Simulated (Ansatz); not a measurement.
Defect migration in rock-salt MgO with all lengths changed by -1 %: O vacancy, charge state +2. The step: one O atom jumps into the vacancy from a nearby O site; the atom moves 2.84 Å along (0.00, 0.48, 0.48) of the unit cell; the moving atom starts with neighbours 2 Mg at 2.07, 2 Mg at 2.11, 2 Mg at 2.16 Å and ends with 2 Mg at 2.07, 2 Mg at 2.11, 2 Mg at 2.16 Å. DFT values are from Ansatz (plane-wave PAW, 420 eV unless said) in a cell of 64 host sites, spin-restricted, static, with no finite-size correction. The charge state is imposed; whether it is stable for some Fermi level was not computed. Forms of the defect that were not tried may lie lower. For the PBE band: the saddle point's order was not checked, and it lies on a symmetry element of the cell, where a band can be held.

| Level | Forward barrier (eV) | Cost of the band or of the saddle's single point |
|---|---|---|
| CHGNet universal potential (has no charge state), its own band | 2.16 | - |
| PBE, a 2×2×2 k-point mesh shifted by half a step, band relaxed | 2.29 | around 29 core-minutes (rough) |

Ansatz is a first-principles code.
